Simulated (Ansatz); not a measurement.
Here is the system:

End structure of the (110) surface of germanium, from a spin-polarised start, no caps (bottom of the slab: built like the top, H on every dangling bond, free):

```yaml
crystal:
  lattice:
    - [4.07294, 0.00000, 0.00000]
    - [0.00000, 5.76000, 0.00000]
    - [0.00000, 0.00000, 30.00000]
  atoms:
    - { symbol: Ge, position: [0.00000, 0.99592, 0.31895] }
    - { symbol: Ge, position: [0.50000, 0.75408, 0.31895] }
    - { symbol: Ge, position: [0.50000, 0.49980, 0.38548] }
    - { symbol: Ge, position: [0.00000, 0.25020, 0.38548] }
    - { symbol: Ge, position: [0.00000, 0.00058, 0.45331] }
    - { symbol: Ge, position: [0.50000, 0.74942, 0.45331] }
    - { symbol: Ge, position: [0.50000, 0.50000, 0.52136] }
    - { symbol: Ge, position: [0.00000, 0.25000, 0.52136] }
    - { symbol: Ge, position: [0.00000, 0.00098, 0.58983] }
    - { symbol: Ge, position: [0.50000, 0.74902, 0.58983] }
    - { symbol: Ge, position: [0.50000, 0.50235, 0.65879] }
    - { symbol: Ge, position: [0.00000, 0.24765, 0.65879] }
    - { symbol: Ge, position: [0.00000, 0.99621, 0.72694] }
    - { symbol: Ge, position: [0.50000, 0.75379, 0.72694] }
    - { symbol: H, position: [0.00000, 0.15047, 0.27632] }
    - { symbol: H, position: [0.50000, 0.59953, 0.27632] }
```

Set-up: 16 atoms, 13.5 Å thick at the start with caps and adatoms (thin: gaps and levels are the slab's own); mesh 7x5x1; 0.025 eV smearing; dipole correction on; 2 atoms held, the rest relaxed; held to the start's symmetry, so lower structures may exist; spin-polarised from one start with parallel moments (other orders not tried), ending with about 1.1 μB a cell, a value that depends on the mesh; orders that need a larger cell were not tried, no spin-orbit, no U. The slab shows no gap on its mesh. It is one candidate, not shown to be the stable structure of the face.

Task: Predict the work function of the top face from PBE (Ansatz, a first-principles code).

Result: 4.66 eV
